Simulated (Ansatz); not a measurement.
Base system: SnSe in the GeS type structure (space group Pnma, No. 62; a = 11.2301 Å, b = 4.1117 Å, c = 4.2372 Å).

The same geometry is solved again with PBEsol+SOC.

Levels (all Ansatz, an electronic-structure program, PAW): PBEsol+SOC (420 eV, with spin-orbit coupling); PBEsol-D3(BJ) (420 eV, without spin-orbit coupling).

Base, band edges from the VBM (valence, conduction): R -1.82, 2.17; S -0.97, 1.33; T -1.87, 2.54; Y -0.57, 0.65; U -0.25, 0.94; X -0.77, 2.49; Z -0.39, 0.98; Γ -0.76, 0.22 eV.

### Question
Give the band edges at the high-symmetry points of the new zone, measured from its valence-band maximum.

### Answer
| point | valence edge (eV) | conduction edge (eV) |
|---|---|---|
| Γ | -0.75 | 0.20 |
| X | -0.76 | 2.46 |
| S | -0.94 | 1.24 |
| Y | -0.58 | 0.61 |
| Z | -0.39 | 0.86 |
| U | -0.25 | 0.82 |
| R | -1.80 | 2.13 |
| T | -1.87 | 2.50 |

The gap is 0.18 eV, indirect, Γ–Z (83 % along) → Γ–Z (17 % along).

Single points use the geometry relaxed with PBEsol-D3(BJ). The spin-orbit shifts are approximate. No phonon test of stability was made. The program warned that a D3 coordination switch lies within reach, so dispersion energies are less smooth here. The zero or small gap of SnSe can change with the level of theory.
